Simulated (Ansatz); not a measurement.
The starting structures come from a database of crystals and need not be the phases stable at ambient conditions.

 Where the default PAW files enter, the runs use the earlier of Ansatz's two default sets.

Consider the following.

```
CaB2C2
1.0
    5.34821     0.00000     0.00000
    0.00000     7.40785     0.00000
    2.67410     3.70392     2.67410
Ca B C
2 4 4
Direct
  0.00000   0.25000   0.00000
  0.00000   0.75000   0.00000
  0.77700   0.13850   0.72300
  0.22300   0.86150   0.27700
  0.50000   0.36150   0.27700
  0.50000   0.63850   0.72300
  0.50000   0.15963   0.68074
  0.50000   0.84037   0.31926
  0.81926   0.65963   0.68074
  0.18074   0.34037   0.31926
```

Space group of this cell: I4/mcm. The cell is taken as given.

Transport runs along the normal of the first two printed cell vectors, the (100) plane of the conventional cell.

No gap correction and no spin-orbit coupling; mid-gap values are interpolated between computed energies.

Problem. Estimate the band gap and the smallest decay constant κ at mid-gap that Ansatz (a first-principles code) with r2SCAN returns for this system.

Solution. Gap 0.71 eV on a 12×12×12 mesh; κ = 0.146 1/Å, at the zone centre.
